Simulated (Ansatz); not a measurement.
# White tin (β-Sn)

Computed with BLYP in Ansatz (plane waves, PAW).

Settings: plane-wave cutoff 520 eV, 24×24×24 k mesh, Fermi–Dirac smearing 0.081 eV (set by the program), scalar-relativistic PAW data made under PBE.

Cell (relaxed at this level):

```cif
data_Sn4
_chemical_formula_sum 'Sn4'
_space_group_name_H-M_alt 'I41/amd :1'
_space_group_IT_number 141
_space_group_name_Hall 'I 4bw 2bw -1bw'
_cell_length_a 6.13127
_cell_length_b 6.13127
_cell_length_c 3.31874
_cell_angle_alpha 90.000
_cell_angle_beta 90.000
_cell_angle_gamma 90.000
loop_
_atom_site_label
_atom_site_type_symbol
_atom_site_symmetry_multiplicity
_atom_site_Wyckoff_symbol
_atom_site_fract_x
_atom_site_fract_y
_atom_site_fract_z
_atom_site_occupancy
Sn1 Sn 4 a 0.00000 0.00000 0.00000 1
```
(The calculation used a cell of 2 atoms; values per cell refer to that cell.)

```
Item                                        Result
----------------------------------------  --------
elastic constant C11                      46.8 GPa
elastic constant C12                      36.0 GPa
elastic constant C13                      24.0 GPa
elastic constant C33                      55.8 GPa
elastic constant C44                      14.9 GPa
elastic constant C66                      19.7 GPa
Voigt–Reuss–Hill bulk modulus             35.2 GPa
polycrystal shear modulus (Hill average)  12.9 GPa
Young modulus                             34.5 GPa
Poisson ratio                                0.337
```

Measured, for comparison: elastic constant C11 75.3 GPa, elastic constant C12 61.6 GPa, elastic constant C13 44 GPa, elastic constant C33 95.5 GPa, elastic constant C44 21.9 GPa, elastic constant C66 23.4 GPa (temperature not stated, not corrected to a static lattice; as tabulated in Blaschke (2018), arXiv:1804.01586). Computed (rounded) less measured: elastic constant C11 -38 %, elastic constant C12 -42 %, elastic constant C13 -45 %, elastic constant C33 -42 %, elastic constant C44 -32 %, elastic constant C66 -16 %.

Elastic constants are with the ions relaxed.

Spin–orbit coupling is not included.

Static lattice: no zero-point or thermal effects.

Ansatz is a first-principles code.
